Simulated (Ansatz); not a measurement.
Base system: PbSe in the rock salt structure (space group Fm-3m, No. 225).

```yaml
crystal:
  lattice:
    - [0.00000, 3.02042, 3.02042]
    - [3.02042, 0.00000, 3.02042]
    - [3.02042, 3.02042, 0.00000]
  atoms:
    - { symbol: Pb, position: [0.00000, 0.00000, 0.00000] }
    - { symbol: Se, position: [0.50000, 0.50000, 0.50000] }
```

Cartesian axes are those of the cell as printed.

Level of theory: Ansatz (a first-principles code) LDA, scalar-relativistic without spin-orbit coupling.

Strains are applied to the cell and any free atomic positions relax; under biaxial strain the out-of-plane vector relaxes too.

One change was made to it. Results:

| quantity | base | after |
|---|---|---|
| energy relative to the base (free energy F) | 0 meV/atom | +3.5 meV/atom |
| pressure (mean of the normal stresses, compression positive) | 0.0 GPa | -0.8 GPa |
| volume per atom | 27.55 Å³ | 27.94 Å³ |

Which of these changes matches the shifts?
A. biaxial strain −0.83 %, plane normal [111], relaxed out of plane
B. biaxial strain +1.67 %, plane normal [111], relaxed out of plane
C. biaxial strain +2.08 %, plane normal [111], relaxed out of plane
D. biaxial strain −1.67 %, plane normal [111], relaxed out of plane

B, biaxial strain +1.67 %, plane normal [111], relaxed out of plane. For comparison, the volume per atom in the other runs: biaxial strain +2.08 %, plane normal [111], relaxed out of plane gives 28.03 Å³; biaxial strain −1.67 %, plane normal [111], relaxed out of plane gives 27.15 Å³; biaxial strain −0.83 %, plane normal [111], relaxed out of plane gives 27.36 Å³.

A case with no gap was solved on a k-mesh chosen for an insulator, which is coarse for it. Whether these cells are dynamically stable was not tested. The final runs are not spin-polarised.
